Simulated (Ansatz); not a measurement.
Formation energy of the localised charge states of Ru interstitial in corundum (start: void with 3O nearest, no. 1; 120-site cell, 2×2×2 Γ-centred sampling) against the Fermi level, Al-rich (Δμ(Ru) = -2.21 eV, bounded by Al6Ru (Cmcm); only phases computed here count, gases as isolated molecules at 0 K). Level of theory: PBE, PAW (plane waves to 420 eV; Ansatz, a quantum-chemistry and plane-wave program).

Charges from +2 to −1 were run; one beyond them could lie lower near a band edge.

Cell and caveats: 120-site cell; 2×2×2 Γ-centred k-points; host gap 5.85 eV; charged states image-corrected; corrections pass 1 eV, so highly charged states may be off by several tenths; flagged in the runs: a host whose relaxation on this sampling wasn't shown to rest, a strain field that reaches the edge of the cell.

| E_F − E_VBM (eV) | q = +2 | q = +1 | q = 0 | q = −1 |
|---|---|---|---|---|
| 0.00 | 4.36 | 8.53 | 13.24 | 18.45 |
| 0.73 | 5.82 | 9.26 | 13.24 | 17.72 |
| 1.46 | 7.28 | 9.99 | 13.24 | 16.99 |
| 2.19 | 8.75 | 10.72 | 13.24 | 16.26 |
| 2.92 | 10.21 | 11.45 | 13.24 | 15.53 |
| 3.66 | 11.67 | 12.18 | 13.24 | 14.79 |
| 4.39 | 13.13 | 12.91 | 13.24 | 14.06 |
| 5.12 | 14.60 | 13.65 | 13.24 | 13.33 |
| 5.85 | 16.06 | 14.38 | 13.24 | 12.60 |

Crossings of the lowest lines: (+2/+1) at 4.17 eV; (+1/0) at 4.71 eV; (0/−1) at 5.21 eV.
